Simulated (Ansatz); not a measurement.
Where the default PAW files enter, the runs use the earlier of Ansatz's two default sets.

Input:

```yaml
crystal:
  lattice:
    - [5.13396, 0.00000, 0.00000]
    - [2.56698, 4.44614, 0.00000]
    - [2.56698, 1.48205, 4.60543]
  atoms:
    - { symbol: Li, position: [0.71678, 0.71678, 0.84966] }
    - { symbol: Li, position: [0.21678, 0.21678, 0.34966] }
    - { symbol: Ta, position: [0.00054, 0.00054, 0.99837] }
    - { symbol: Ta, position: [0.50054, 0.50054, 0.49837] }
    - { symbol: O, position: [0.13327, 0.38569, 0.70551] }
    - { symbol: O, position: [0.38569, 0.77553, 0.70551] }
    - { symbol: O, position: [0.77553, 0.13327, 0.70551] }
    - { symbol: O, position: [0.27553, 0.88569, 0.20551] }
    - { symbol: O, position: [0.63327, 0.27553, 0.20551] }
    - { symbol: O, position: [0.88569, 0.63327, 0.20551] }
```

Space group of this cell: R3c. The cell is taken as given; by PBEsol its mean pressure is -1.4 GPa.

The numbers are results of PBEsol (plane waves, PAW; Ansatz, a first-principles code), not measurements.

The current runs along the normal of the first two printed vectors; no spin-orbit coupling. Scaled by the factor s: the length along the current (ions clamped). Meshes 8×8×8 and 12×12 across the current in all rows.

| s | mean pressure (GPa) | band gap (eV) |
|---|---|---|
| 0.97 | 5.7 | ? |
| 1.00 | -1.4 | 3.84 |
| 1.03 | -7.4 | 3.66 |

Take the slope of the band gap against ln s from the two given rows, extrapolate to s = 0.97, and say what the run there gives.

Slope = (3.66 − 3.84) / ln 1.03 = -6.09 eV. The line gives 3.84 + (-6.09) × ln 0.97 = 4.03 eV. The run gives 4.01 eV, 0.02 eV under the line, 8 % of the predicted step.
